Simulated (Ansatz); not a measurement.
# MgSe, pressure series

The parent structure is MgSe in the rock salt structure (space group Fm-3m, No. 225; a = 5.5084 Å).

Cell and atoms are relaxed at each pressure.

Level of theory: Ansatz (a program for electronic structure), PBE, PAW, cutoff 420 eV, no spin-orbit coupling.

Candidates:
(a) pressure 3 GPa
(b) pressure 7.5 GPa
(c) pressure −1 GPa
(d) pressure 0.3 GPa
(e) pressure 0.7 GPa

For the base:

```
Item                  Result
-------------------  -------
Smallest direct gap  2.40 eV
```

Question: Order them by smallest direct gap, highest first.

Answer: (b) pressure 7.5 GPa (3.10 eV), (a) pressure 3 GPa (2.70 eV), (e) pressure 0.7 GPa (2.47 eV), (d) pressure 0.3 GPa (2.43 eV), (c) pressure −1 GPa (2.29 eV)

Load acts through the strain it causes; cell and atoms are relaxed under it. Stability against distortions was not tested. No other phases were tried under pressure.
